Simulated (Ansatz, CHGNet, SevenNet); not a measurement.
**NbAs (I4₁md, No. 109; start mp-2059): properties by level of theory**

```
level (code)              equilibrium lattice constant a (Å)  lattice parameter c (Å)
------------------------  ----------------------------------  -----------------------
CHGNet-r²SCAN (CHGNet)                                 3.411                   12.235
SevenNet-l3i5 (SevenNet)                               3.484                   11.765
LDA (Ansatz)                                           3.418                   11.529
```

Caveats: the relaxation could not lower the start's symmetry, so the cell can be a saddle point above a distorted one (CHGNet-r²SCAN, SevenNet-l3i5, LDA). Ansatz's density-functional and Hartree–Fock values are scalar-relativistic unless marked +SOC, with PAW data made under PBE.

Static lattice: no zero-point or thermal effects.

A start named mp-… is a Materials Project structure, which can be a computed phase never made.

Ansatz is an electronic-structure program.
